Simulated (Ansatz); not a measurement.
Si$_{3}$N$_{4}$ (P6_3/m), PBEsol, rigid bands in Ansatz (an electronic-structure program): N_v = 6.04e19 cm⁻³ at 300 K and a hole conductivity mass of 0.904 mₑ along x (a = (7.62, 0.00, 0.00) Å; b = (-3.81, 6.60, 0.00) Å; c = (0.00, 0.00, 2.91) Å).

Task: For 1e17 holes per cm³ at 300 K, place the Fermi level, estimate the Seebeck coefficient of a parabolic band with constant τ, and give mobility and conductivity for τ = 50 fs.

Result: The level lies k_BT ln(N_v/p) = 0.166 eV above the valence-band maximum. S ≈ +(k_B/e)[ln(N_v/p) + 5/2] = 767 μV/K, against 762 μV/K from the full bands (mean over directions). μ = eτ/m = 97.3 cm²/(V·s) and σ = peμ = 1.56 S/cm. τ is assumed, not computed.

Band transport and this doping are assumed; polarons and phonon drag are left out. Spin-orbit coupling is left out; where it splits the top of the valence band, N_v and the p-type Seebeck coefficient come out somewhat high without it.
